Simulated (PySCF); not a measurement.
PySCF 2.14.0, unrestricted PBE/def2-svp, df: diboron tetrafluoride triplet (FB(F)B(F)F), charge 0, multiplicity 3, 6 atoms. The geometry is a generated start, not checked to be a minimum at this level.

```yaml
task: energy
method: pbe
basis: def2-svp
two_electron_scheme: density fitting
mol.max_memory: 3000 MB
mf.max_cycle: 100
mf.init_guess: minao (default)
mf.DIIS: CDIIS (default)
mf.diis_space: 8 (default)
mf.conv_tol: 1e-09 (default)
mf.grids.level: 3 (default)
basis_functions: 84
grid_points: 85144
```

```xyz
6

F     -1.5567    -1.0398     0.4826
B     -0.8570    -0.0575    -0.0416
F     -1.6134     0.8357    -0.6417
B      0.8566     0.0545     0.0437
F      1.6746    -0.8307    -0.4848
F      1.4959     1.0378     0.6418
```

Charge 0 and multiplicity 3 are set for this test and not shown to be the ground state.

One run each on 2 threads, 1 BLAS thread. Values of level_shift (Hartree) tried: 0 (default), 0.1, 0.3, 1.

**Question.** How does the count of Fock builds change with level_shift (Hartree), and where is it least?

**Answer.** Fewest Fock builds, within one of each other: 0 (default) with 13, 0.1 with 14. The count rises to 51 at 1. All converge to one solution.

```csv
level_shift (Hartree),Fock builds,end
0 (default),13,same solution
0.1,14,same solution
0.3,20,same solution
1,51,same solution
```
